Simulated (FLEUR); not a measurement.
Band structure of Be₂C (Fm-3m, 3 atoms in the cell).

```yaml
crystal:
  lattice:
    - [0.00000, 2.15685, 2.15685]
    - [2.15685, 0.00000, 2.15685]
    - [2.15685, 2.15685, 0.00000]
  atoms:
    - { symbol: Be, position: [0.75000, 0.75000, 0.75000] }
    - { symbol: Be, position: [0.25000, 0.25000, 0.25000] }
    - { symbol: C, position: [0.00000, 0.00000, 0.00000] }
```

Method of the run: FLEUR with PBE, all-electron FLAPW (FLEUR), scalar-relativistic valence.

Settings: Kmax = 3.6 1/bohr; GmaxXC = 14.4 1/bohr; xcFunctional = pbe; jspins = 1; l_soc = F; mode = hist; fermiSmearingEnergy = 0.00036749 Htr; mesh (inpgen div1-3) = 7 7 7; inpgen gamma flag = false; Gmax = 14.4 1/bohr; numbands = 0; maxIterBroyd = 99; imix = Anderson; alpha = 0.05.

The starting cell comes from a database of computed structures (which also holds hypothetical and non-ambient phases and stackings), without a prior relaxation at this level. Its lattice was rescaled by a random factor within 2.5 % of one. Values depend on the basis (sphere radii, cutoffs, local orbitals), which need not be converged.

Levels in eV from the Fermi level, bands 1 to 6:
| point | 1 | 2 | 3 | 4 | 5 | 6 |
|---|---|---|---|---|---|---|
| Γ | -15.11 | 0.00 | 0.00 | 0.00 | 4.19 | 4.19 |
| X | -11.49 | -6.80 | -4.76 | -4.76 | 1.19 | 5.83 |
| W | -11.16 | -6.30 | -5.93 | -5.93 | 5.79 | 8.26 |
| K | -11.33 | -6.89 | -6.31 | -4.00 | 3.36 | 8.41 |
| L | -12.23 | -8.77 | -1.82 | -1.82 | 5.07 | 5.07 |
| U | -11.33 | -6.89 | -6.31 | -4.00 | 3.36 | 8.41 |
